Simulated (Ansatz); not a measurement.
## CuI: strain along the normal

CuI (zinc blende, F-43m, 26.189 Å³/atom at rest) under an equal strain ε in the (111) plane with the normal axis free, as in a coherent film. PBEsol in Ansatz, a plane-wave DFT program (PAW, default set), 420 eV, 10×10×10 Γ-centred mesh, Fermi-Dirac smearing 0.05 eV; ions are relaxed within the symmetry of each cell.

Here s stands for strain and y for normal strain.

```csv
strain (%),normal strain (%)
-1.25,1.05
-0.83,0.69
-0.42,0.34
0.00,0.00
0.42,-0.34
0.83,-0.67
1.25,-1.00
2.50,?
```

Task: Fit y against s with a straight line, and predict the withheld value at s = 2.50.

Result: Means: s 0, y 0.010. About the means, the sum of products is -3.9769 and the sum of squares of s is 4.8556; the slope is their ratio. Least squares gives y = 0.010 - 0.8190·s. Residuals (row less fit): 0.016, 0.000, -0.014, -0.010, -0.006, 0.000, 0.014; standard error 0.013 (degrees of freedom: 5). The slope, -0.82 ± 0.01, is the elastic response of the normal axis. At the withheld row, y = 0.010 - 0.8190 × 2.50 = -2.038%. The calculation gives -1.93%, 0.108% above the prediction (3.6 % of the range of y in the table). The row lies outside the fitted rows, so this is an extrapolation. From the scatter of the fitted rows alone, a prediction at this place has a standard error of 0.020%, so the miss is 5.4 times that.

One order more, fitted to all 13 runs of the series, follows each within 0.01, so the miss is the next term of a smooth law. Rows are the converged runs of the series near zero and its far end; series whose fitted rows scatter by over a few per cent of the range, as at a crossing or softening among them, aren't shown in this form. Most that stay on the fit to the last digits aren't either.
